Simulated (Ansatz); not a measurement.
ZrW2 (Fd-3m) against Mo in narrow wires

ZrW2 (Fd-3m): ρ₀ = 11.6 μΩ·cm, ℓ = 14.2 nm. Mo (Im-3m) has a bulk resistivity ρ₀ of 5.36 μΩ·cm and a mean free path ℓ of 12.6 nm. Both at 300 K by PBEsol, DFPT electron-phonon coupling, linearised Boltzmann equation (plane waves, PAW, scalar-relativistic; Ansatz, a quantum-chemistry and plane-wave program); third figures are kept for the arithmetic, and halving the electron mesh moves ρ₀ by up to 1 and 1 % at 300 K, and ℓ by up to 6 and 2 % (the most at any temperature). Cell of ZrW2 (Fd-3m): a = b = c = 5.359 Å, α = β = γ = 60.00°. On Mo: eigensolver warning.

Square wire of width d: ρ(d) = ρ₀ + ρ₀ℓ [3(1 − p)/(4d) + 3R/(2D(1 − R))], with p = 0.5, R = 0.2, D = d.

### Question
Write ρ(d) for both metals.

### Answer
With D = d the size term is Kρ₀ℓ/d, K = 0.75 × 0.5 + 1.5 × 0.2/0.80 = 0.750. ZrW2 (Fd-3m): ρ₀ℓ = 16.5×10⁻¹⁶ Ω·m², ρ = 11.6 + 124/d. Mo: 6.75×10⁻¹⁶ Ω·m², ρ = 5.36 + 50.7/d (μΩ·cm, d in nm).

### Question
By these numbers, below which width does ZrW2 (Fd-3m) have the lower resistivity?

### Answer
Nowhere: neither ρ₀ nor ρ₀ℓ of ZrW2 (Fd-3m) lies under that of Mo.

### Question
Find the resistance of 1 μm of line, ρL/d², in square trenches of width w. Take w = 14, 18, 20, 45 nm.

### Answer
| w (nm) | ρ, ZrW2 (Fd-3m) (μΩ·cm) | Ω/μm, ZrW2 (Fd-3m) | ρ, Mo (μΩ·cm) | Ω/μm, Mo |
|---|---|---|---|---|
| 14 | 20 | 1040 | 9.0 | 460 |
| 18 | 18.5 | 570 | 8.2 | 250 |
| 20 | 17.8 | 440 | 7.9 | 197 |
| 45 | 14.3 | 71 | 6.5 | 32 |

The line of Mo has the lower resistance at w = 14, 18, 20, 45 nm.

The formula is the first-order form of the Fuchs-Sondheimer and Mayadas-Shatzkes models for a square wire of an isotropic metal and fails where d lies far under ℓ. p, R and D are assumed, not computed. Defining ℓ as one path for all states would lower each ρ₀ℓ, not all alike. ρ₀ is phonon-limited: no impurities, no disorder, and the values belong to this polymorph, stable or not.

Formula and space group known from diffraction (Crystallography Open Database), not checked to be the room-temperature form: ZrW2 (Fd-3m). The missing spin-orbit coupling matters most for ZrW2 (Fd-3m).
